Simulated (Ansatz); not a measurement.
What a tighter setting buys: basis.ecutwfc, SiTc (P6_3/mmc, 4 atoms in the cell)

```yaml
crystal:
  lattice:
    - [4.04028, 0.00000, 0.00000]
    - [-2.02014, 3.49899, 0.00000]
    - [0.00000, 0.00000, 5.63116]
  atoms:
    - { symbol: Tc, position: [0.00000, 0.00000, 0.00000] }
    - { symbol: Tc, position: [0.00000, 0.00000, 0.50000] }
    - { symbol: Si, position: [0.33333, 0.66667, 0.25000] }
    - { symbol: Si, position: [0.66667, 0.33333, 0.75000] }
```

Computed with PBE (plane waves, PAW; Ansatz, a first-principles code).

Base settings: basis.ecutwfc = 36.7 Ry; kpoints.mp_grid.grid = 9 9 6; hamiltonian.xc = pbe; hamiltonian.pseudopotentials = {kind: paw} (the program's default PAW files); scf.occupations.method = cold; scf.occupations.width = 0.0073 Ry.

Misses are taken against the tightest run, 73.5 Ry, which need not be fully converged itself. The energy is the free energy per atom.

The count of work is k-points × plane waves × bands × iterations; it is no time, and leaves out set-up, grids and terms that scale otherwise. 

Ansatz's pressure holds its estimate of the finite-basis (Pulay) stress, which hides part of the cutoff error; the uncorrected pressure shows it.

The starting cell was generated: these elements placed on a structure prototype, without a prior relaxation; it need not be a known phase or ordering of this composition. Its lattice was rescaled by a random factor within 2.5 % of one. Spin polarisation is off. In the base run, with a pressure of about -26 GPa the cell is away from its equilibrium volume at this level. Ansatz's pressure includes its estimate of the finite-basis (Pulay) stress. The cutoff lies below the one recommended for these files.

The runs (basis.ecutwfc): 14.7 Ry | 18.4 Ry | 22 Ry | 25.7 Ry | 29.4 Ry | 33.1 Ry | 36.7 Ry | 42.3 Ry | 47.8 Ry | 55.1 Ry | 64.3 Ry | 73.5 Ry.

Problem. Which is the coarsest setting among those run that, with all tighter ones, holds the energy within 5 meV/atom of the reference, and what does it save?

Solution. 33.1 Ry, off by 1.8 meV/atom; it needs 0.29 of the reference's count of work.

Problem. Which is the coarsest setting among those run that, with all tighter ones, holds the energy within 1 meV/atom of the reference, and what does it save?

Solution. 36.7 Ry, off by 0.57 meV/atom; it needs 0.36 of the reference's count of work.

Problem. What does the step from 18.4 Ry to 55.1 Ry buy?

Solution. It takes the miss in the energy from 3100 to 0.23 meV/atom, for 5.3 times the count of work.

```
basis.ecutwfc  energy less reference (meV/atom)  pressure less reference (GPa)  uncorrected pressure less reference (GPa)  count of work / reference
-------------  --------------------------------  -----------------------------  -----------------------------------------  -------------------------
14.7 Ry                                11718.47                           5.93                                    -310.31                      0.086
18.4 Ry                                 3120.60                          -3.69                                    -116.14                       0.12
22 Ry                                    746.53                          -0.16                                     -37.28                       0.16
25.7 Ry                                  147.53                          -0.21                                      -9.91                       0.21
29.4 Ry                                   19.42                           0.01                                      -1.85                       0.26
33.1 Ry                                    1.79                          -0.01                                      -0.20                       0.29
36.7 Ry                                    0.57                           0.00                                       0.00                       0.36
42.3 Ry                                    0.44                           0.00                                      -0.01                       0.44
47.8 Ry                                    0.33                           0.00                                       0.00                       0.54
55.1 Ry                                    0.23                           0.00                                      -0.01                       0.64
64.3 Ry                                    0.03                           0.00                                       0.00                       0.82
73.5 Ry                                    0.00                           0.00                                       0.00                        1.0
```

Keys are those of Ansatz 0.2.
